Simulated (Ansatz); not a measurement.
Structures of equal composition on the (111)A surface of zinc-blende ZnSe (Zn plane on top): 2x2 Mg adatom at H3; 2x2 Mg adatom at T4. The slabs share one bottom face, and each structure is named by its start. These are constructed structures in small cells; real faces may alloy, dewet or reconstruct in larger ones, and not all known structures of the face are among them. Slabs of about 14 Å with all that they carry, Fermi-Dirac smearing of 0.025 eV. Bottom of the slabs: H caps. Relaxed from the named starts with such symmetry as they have, on meshes of like density; energies extrapolated to zero smearing; no spin-orbit coupling, no U. Spin-polarised runs, if any, are marked in brackets, and their order is one that fits the cell; the others ran without spin.

Host crystal: zinc-blende ZnSe, with a band gap (PBE, scalar-relativistic without spin-orbit coupling).

Level of theory: PBE (plane waves to 420 eV, PAW; Ansatz, a quantum-chemistry and plane-wave program).

Rank these by energy per 1x1 cell (lowest first), as PBE gives it.

2x2 Mg adatom at T4 (0.000 eV, gap 0.65 eV on the mesh), 2x2 Mg adatom at H3 (0.060 eV (3 Se–Zn bonds broke), gap 0.67 eV on the mesh)
